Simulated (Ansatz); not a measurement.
**ScGe (space group Cmcm, No. 63; a cell from a computed database, its experimental status unchecked)**

```
ScGe
1.0
    1.99006    -4.99976     0.00000
    1.99006     4.99976     0.00000
    0.00000     0.00000     3.73302
Sc Ge
2 2
Direct
  0.86356   0.13644   0.25000
  0.13644   0.86356   0.75000
  0.58976   0.41024   0.25000
  0.41024   0.58976   0.75000
```

All numbers come from DFT with PBEsol, PAW potentials and a 420 eV plane-wave cutoff in Ansatz (an electronic-structure program), spin-orbit coupling left out. Γ-centred 13×13×13 mesh, Fermi–Dirac width 0.05 eV.

Volume per atom: 18.57 Å³
Density: 5.26 g/cm³
Band gap: zero
Total energy: -3183.343 eV/atom (σ→0; compares only within this code and set-up)

Whether these cells are dynamically stable was not tested. The final runs are not spin-polarised.
